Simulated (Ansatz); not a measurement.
Seebeck coefficient (μV/K, mean over directions) of p-type AlP (F-43m) against carrier density, Ansatz (a quantum-chemistry and plane-wave program) with PBE with spin-orbit coupling, rigid bands. Computed gap 1.57 eV; densities at which minority carriers matter at this gap, or further valleys turn the trend, are left out. Conductivity mass 0.70 mₑ (harmonic mean over directions), N_v = 5.7e19 cm⁻³ at 300 K.

```csv
hole density,300 K,500 K
1e16 cm⁻³,993,1064
1e17 cm⁻³,795,866
1e18 cm⁻³,597,668
3e18 cm⁻³,502,573
1e19 cm⁻³,400,470
3e19 cm⁻³,308,376
1e20 cm⁻³,213,(withheld)
3e20 cm⁻³,135,188
1e21 cm⁻³,67,(withheld)
```

Problem. Complete the blanks.

Solution. 
- 1e20 cm⁻³, 500 K: 275
- 1e21 cm⁻³, 500 K: 105

Rigid bands with a gap fixed in temperature, one relaxation time for all states, no polarons or phonon drag, and whether or not such doping can be reached. Geometry: cell and atoms relaxed with PBEsol.
